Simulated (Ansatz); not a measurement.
## TaC: Mo on a C site

Start from a 24-atom supercell of TaC in the rock salt structure (space group Fm-3m, No. 225; a = 4.4400 Å) at its relaxed geometry.

Perturbation: a neutral Mo on a C site, atoms relaxed at fixed cell, starting from a slightly rattled geometry.

Computed with PBEsol (Ansatz, a first-principles code, PAW, no SOC), earlier PAW set. k-mesh 6×5×6 (Γ-centred); smearing 0.05 eV (Fermi–Dirac).

The pressure increases by 22.3 GPa (-0.1 GPa → 22.2 GPa) and the largest displacement of a host atom from its site in the perfect cell is 0.47 Å. The shift of the substituted atom off its lattice site is 0.86 Å.

The cell is small, so the values are those of an ordered compound at a high defect concentration; dilute-limit values will differ. The final runs are not spin-polarised. An odd electron count without spin: TaC. The defect cell is not spin-polarised.
